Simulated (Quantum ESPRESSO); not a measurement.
Input and output of a self-consistent single point for Be (P6_3/mmc, 4 atoms in the cell) (Quantum ESPRESSO).

Computed with PBE, GBRV 1.5 ultrasoft (PBE) pseudopotentials (plane waves; Quantum ESPRESSO).

The change in words: lattice scaled by 0.98. Reference geometry:
```
Be
1.0
    2.32154     0.00000     0.00000
   -1.16077     2.01052     0.00000
    0.00000     0.00000     7.46958
Be
4
Direct
  0.00000   0.00000   0.00000
  0.00000   0.00000   0.50000
  0.33333   0.66667   0.25000
  0.66667   0.33333   0.75000
```

Reference input (self-consistent single point, DFT, PBE, plane waves, GBRV 1.5 ultrasoft (PBE) pseudopotentials): ecutwfc = 40 Ry; ecutrho = 200 Ry; occupations = smearing; smearing = gauss; degauss = 0.019992 Ry; potentials = {Be: be_pbe_v1.4.uspp.F.UPF}; K_POINTS = automatic 16 16 5 0 0 0; conv_thr = 1e-09 Ry; mixing_beta = 0.3. This run's input differs from it in these lines:

```diff
@@ -32,5 +32,5 @@
 CELL_PARAMETERS {angstrom}
-   2.321543954     0.000000000     0.000000000
-  -1.160771977     2.010516040     0.000000000
-   0.000000000     0.000000000     7.469583000
+   2.275113199     0.000000000     0.000000000
+  -1.137556600     1.970305827     0.000000000
+   0.000000000     0.000000000     7.320191000
```

Log, with long lists cut:

```
     Self-consistent Calculation

     iteration #  1     ecut=    40.00 Ry     beta= 0.30

     Threshold (ethr) on eigenvalues was too large:
     Diagonalizing with lowered threshold

     c_bands:  1 eigenvalues not converged

     total energy              =    -112.97557678 Ry
     estimated scf accuracy    <       0.00310536 Ry

     iteration #  2     ecut=    40.00 Ry     beta= 0.30

     total energy              =    -112.97542192 Ry
     estimated scf accuracy    <       0.00144993 Ry

     iteration #  3     ecut=    40.00 Ry     beta= 0.30

     total energy              =    -112.97545458 Ry
     estimated scf accuracy    <       0.00000901 Ry

     iteration #  4     ecut=    40.00 Ry     beta= 0.30

     total energy              =    -112.97545800 Ry
     estimated scf accuracy    <       0.00000030 Ry

     iteration #  5     ecut=    40.00 Ry     beta= 0.30

     total energy              =    -112.97545808 Ry
     estimated scf accuracy    <       0.00000006 Ry

     iteration #  6     ecut=    40.00 Ry     beta= 0.30
     End of self-consistent calculation

     the Fermi energy is     8.4537 ev

!    total energy              =    -112.97545809 Ry
     estimated scf accuracy    <          7.3E-10 Ry
     smearing contrib. (-TS)   =      -0.00055419 Ry
     internal energy E=F+TS    =    -112.97490390 Ry

     convergence has been achieved in   6 iterations

     Forces acting on atoms (cartesian axes, Ry/au):

     atom    1 type  1   force =     0.00000000    0.00000000    0.00000000
   [... zero for the other atoms too ...]

     Total force =     0.000000     Total SCF correction =     0.000000

          total   stress  (Ry/bohr**3)                   (kbar)     P=      -45.21
  -0.00021123  -0.00000000   0.00000000          -31.07       -0.00        0.00
  -0.00000000  -0.00021123   0.00000000           -0.00      -31.07        0.00
   0.00000000   0.00000000  -0.00049961            0.00        0.00      -73.50

   JOB DONE.
```

The run converged in 6 iterations. Against the reference run the free energy drops by 22.6 meV/atom and the pressure goes from -10.44 to -4.52 GPa. The full log also holds: “c_bands:  1 eigenvalues not converged”.

The starting cell was generated: these elements placed on a structure prototype, without a prior relaxation; it need not be a known phase or ordering of this composition. Its lattice was rescaled by a random factor within 2.5 % of one. For this run, on top of that: lattice scaled by 0.98. With a pressure of about -5 GPa the cell is away from its equilibrium volume at this level.
